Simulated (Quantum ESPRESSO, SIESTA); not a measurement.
A SIESTA input for a self-consistent single point of HfH₂ (I4/mmm, 3 atoms in the cell) (DFT, GGA PBEsol with spin-orbit coupling, numerical atomic orbitals DZP, PseudoDojo PBEsol fully relativistic norm-conserving potentials (rewritten from UPF to PSML)):

```
# files in the folder: Hf.psml H.psml (PseudoDojo PBEsol fully relativistic)
SystemName  HfH2
SystemLabel siesta

NumberOfAtoms                3
NumberOfSpecies              2
%block ChemicalSpeciesLabel
  1 72 Hf
  2 1 H
%endblock ChemicalSpeciesLabel
LatticeConstant              1.0 Ang
%block LatticeVectors
    -1.730705000    1.730705000    2.144800000
     1.730705000   -1.730705000    2.144800000
     1.730705000    1.730705000   -2.144800000
%endblock LatticeVectors
AtomicCoordinatesFormat      Bohr
%block AtomicCoordinatesAndAtomicSpecies
     0.000000000    0.000000000    0.000000000  1
     3.270558453    0.000000000    2.026542296  2
     0.000000000    3.270558453    2.026542296  2
%endblock AtomicCoordinatesAndAtomicSpecies

XC.functional                GGA
XC.authors                   PBEsol
PAO.BasisSize                DZP
PAO.EnergyShift              0.005 Ry
MeshCutoff                   400 Ry
%block kgrid.MonkhorstPack
    9   0   0  0.0
    0   9   0  0.0
    0   0   9  0.0
%endblock kgrid.MonkhorstPack
OccupationFunction           MP
OccupationMPOrder            0
ElectronicTemperature        0.136 eV
Spin                         spin-orbit
%block DM.InitSpin
  1 0.00 0.00 0.00
  2 0.00 0.00 0.00
  3 0.00 0.00 0.00
%endblock DM.InitSpin

MaxSCFIterations             150
SCF.Mixer.Method             Pulay
SCF.Mixer.Weight             0.2
SCF.Mixer.History            8
SCF.DM.Tolerance             1.0E-04
Diag.ParallelOverK           true
WriteForces                  true
```

Task: Give the Quantum ESPRESSO input for the same structure, mesh, smearing and functional.

Result: This is the input that was run; spellings and numerical settings could be chosen otherwise.

```fortran
&CONTROL
    calculation = 'scf'
    prefix = 'HfH2'
    outdir = './out'
    pseudo_dir = './'
    tprnfor = .true.
    tstress = .true.
/
&SYSTEM
    ibrav = 0
    nat = 3
    ntyp = 2
    ecutwfc = 75
    occupations = 'smearing'
    smearing = 'gaussian'
    degauss = 0.0099958
    noncolin = .true.
    lspinorb = .true.
/
&ELECTRONS
    conv_thr = 1e-10
    mixing_beta = 0.5
/
ATOMIC_SPECIES
Hf   178.4900  Hf.upf
H      1.0080  H.upf
CELL_PARAMETERS {bohr}
  -3.27055845     3.27055845     4.05308459
   3.27055845    -3.27055845     4.05308459
   3.27055845     3.27055845    -4.05308459
ATOMIC_POSITIONS {angstrom}
Hf    0.00000000    0.00000000    0.00000000
H     1.73070500    0.00000000    1.07240000
H     0.00000000    1.73070500    1.07240000
K_POINTS {automatic}
9 9 9  0 0 0
```

Basis settings and potentials, where a program has them, do not carry over. This input uses DFT, PBEsol, spin-orbit coupling, plane waves, PseudoDojo fully relativistic norm-conserving (PBESOL) pseudopotentials.

The starting cell comes from a database of computed structures (which also holds hypothetical and non-ambient phases and stackings), without a prior relaxation at this level.
